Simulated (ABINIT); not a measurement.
Worked example: self-consistent single point of NbAs (I4_1md, 4 atoms in the cell) in ABINIT.

Method of the run: PBE, PAW (JTH v2.0 PBE PAW) (plane waves; ABINIT).

The change in words: lattice scaled by 0.98. Reference geometry:
```yaml
crystal:
  lattice:
    - [-1.70848, 1.70848, 5.82059]
    - [1.70848, -1.70848, 5.82059]
    - [1.70848, 1.70848, -5.82059]
  atoms:
    - { symbol: Nb, position: [0.74972, 0.74972, 0.00000] }
    - { symbol: Nb, position: [0.49972, 0.99972, 0.50000] }
    - { symbol: As, position: [0.16728, 0.16728, 0.00000] }
    - { symbol: As, position: [0.91728, 0.41728, 0.50000] }
```

Reference input (self-consistent single point, DFT, PBE, plane waves, PAW (JTH v2.0 PBE PAW)): pseudos = [Nb.GGA_PBE-JTH.xml, As.GGA_PBE-JTH.xml]; ecut = 544 eV; pawecutdg = 1088 eV; occopt = 7; tsmear = 0.1 eV; ngkpt = 8 8 8; nshiftk = 1; shiftk = 0 0 0; potentials = JTH v2.0 PBE PAW; nband = 36; kptopt = 1; nstep = 50. This run's input differs from it in these lines:

```diff
@@ -3,7 +3,7 @@
 pseudos "Nb.GGA_PBE-JTH.xml, As.GGA_PBE-JTH.xml"
-acell 6.3021488258 6.3021488258 6.3021488258 Angstrom
+acell 6.1761054541 6.1761054541 6.1761054541 Angstrom
 rprim
-        -0.2710954703    0.2710954703    0.9235878366
-         0.2710954703   -0.2710954703    0.9235878366
-         0.2710954703    0.2710954703   -0.9235878366
+        -0.2710954359    0.2710954359    0.9235878568
+         0.2710954359   -0.2710954359    0.9235878568
+         0.2710954359    0.2710954359   -0.9235878568
 natom 4
@@ -13,6 +13,6 @@
 xcart
-        -0.0000000000   -0.0000000000   16.4928161888
-         3.2285668483   -0.0000000000   10.9931575866
-        -0.0000000000   -0.0000000000    3.6799315639
-        -0.0000000000    3.2285668483    9.1795901660
+        -0.0000000000   -0.0000000000   16.1629591850
+         3.1639949066    0.0000000000   10.7732939816
+        -0.0000000000   -0.0000000000    3.6063327809
+         0.0000000000    3.1639949066    8.9959979842
 ecut 544 eV
```

Output, abridged:

```
--- !BeginCycle
solver: {iscf: 17, nstep: 50, nline: 4, wfoptalg: 10, }
tolerances: {tolvrs: 1.00E-12, }
...

     iter   Etot(hartree)      deltaE(h)  residm     nres2
 ETOT  1  -339.21529737113    -3.392E+02 2.074E+01 5.780E+01
 ETOT  2  -342.89471911869    -3.679E+00 3.408E-02 1.959E+01
 ETOT  3  -342.88788309081     6.836E-03 1.935E-02 6.655E+00
 ETOT  4  -342.88667635455     1.207E-03 1.856E-02 4.693E-01
 ETOT  5  -342.88648871754     1.876E-04 5.903E-03 2.053E-02
   [... 6 lines left out ...]
 ETOT 12  -342.88649625050     1.501E-11 1.258E-04 9.320E-10
 ETOT 13  -342.88649625050     1.990E-12 7.741E-05 1.753E-11
 ETOT 14  -342.88649625050    -2.558E-12 1.092E-04 1.140E-12
 ETOT 15  -342.88649625050     9.095E-13 6.511E-05 1.080E-13
 At SCF step   15       nres2   =  1.08E-13 < tolvrs=  1.00E-12 =>converged.

 Cartesian components of stress tensor (hartree/bohr^3)
  sigma(1 1)= -7.59665760E-04  sigma(3 2)=  0.00000000E+00
  sigma(2 2)= -7.59665760E-04  sigma(3 1)=  0.00000000E+00
  sigma(3 3)= -6.28960961E-04  sigma(2 1)=  0.00000000E+00

 ----iterations are completed or convergence reached----

 reduced coordinates (array xred) for    4 atoms
       0.749719997838      0.749719996707     -0.000000001131
       0.499719997838      0.999719996707      0.499999998869
       0.167279999277      0.167279998146     -0.000000001131
       0.917279999277      0.417279998146      0.499999998869
 cartesian forces (eV/Angstrom) at end:
    1     -0.00000000000000    -0.00000000000000    -0.09382189202339
   [... lines left out ...]
 Fermi (or HOMO) energy (hartree) =   0.47477   Average Vxc (hartree)=  -0.44513
 Fermi (or HOMO) energy (eV) =  12.91916   Average Vxc (eV)= -12.11268
   [... lines left out ...]
'-kT*entropy'       : -1.94557976063081E-04
total_energy        : -3.42886496137344E+02
total_energy_eV     : -9.33041606680369E+03
...

-Cartesian components of stress tensor (GPa)         [Pressure=  2.1068E+01 GPa]
- sigma(1 1)= -2.23501345E+01  sigma(3 2)=  0.00000000E+00
- sigma(2 2)= -2.23501345E+01  sigma(3 1)=  0.00000000E+00
- sigma(3 3)= -1.85046672E+01  sigma(2 1)=  0.00000000E+00

 Calculation completed.
```

The run converged in 15 iterations. 

The starting cell comes from a database of computed structures (which also holds hypothetical and non-ambient phases and stackings), without a prior relaxation at this level. Its lattice was rescaled by a random factor within 2.5 % of one. For this run, on top of that: lattice scaled by 0.98. Spin polarisation is off. With a pressure of about 21 GPa the cell is away from its equilibrium volume at this level.

These are the values that this program gave, and no reference: the one-centre exchange-correlation terms come from a truncated expansion.

Cost on one core of a shared machine: roughly 8 min.
